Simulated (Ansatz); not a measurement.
Space group Fm-3m (No. 225); a = b = c = 3.4763 Å, α = β = γ = 90.00°

| atom | site | symmetry | x | y | z |
|---|---|---|---|---|---|
| Cu | 4a | m-3m | 0.0000 | 0.0000 | 0.0000 |
(The calculation used a cell of 1 atom; values per cell refer to that cell.)

The pressure is 15 GPa. The structure is held there; whether it is the stable one at that pressure was not tested.

### Question
What linear thermal expansion coefficient does the quasi-harmonic free energy on PBEsol density-functional theory in Ansatz (plane waves, PAW) give at 200 K, and what isobaric heat capacity per mole of formula units and Grüneisen parameter?

### Answer
α = 8.8 × 10⁻⁶ K⁻¹; C_P = 21.2 J/(mol K); γ = 1.87. Whether this phase is the stable one at each condition was not tested.

The PAW data sets were generated under PBE and serve the other functionals too.

Ansatz is a program for electronic structure.
